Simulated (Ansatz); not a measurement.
## A constructed model of the (111) surface of fcc Cu, a pseudomorphic layer of In in the other hollow (bottom of the slab: a bare face, its two planes held)

Level of theory: PBE (plane waves to 420 eV, PAW; Ansatz, a program for electronic structure).

Set-up: 7 atoms, 12.9 Å thick at the start with caps and adatoms (thin: gaps and levels are the slab's own); mesh 17x17x1; 0.1 eV smearing; dipole correction on; 2 atoms held, the rest relaxed; held to the start's symmetry, so lower structures may exist; no spin, no spin-orbit, no U. In PBE it is, or lies within 0.01 eV a 1x1 cell of, the lowest of the 2 structures of its composition computed so far; subsurface sites and larger cells were not tried.

* **work function of the top face**: 3.24 eV
* **energy released by relaxation**: 0.007 eV
* **cost**: roughly 3 core-minutes
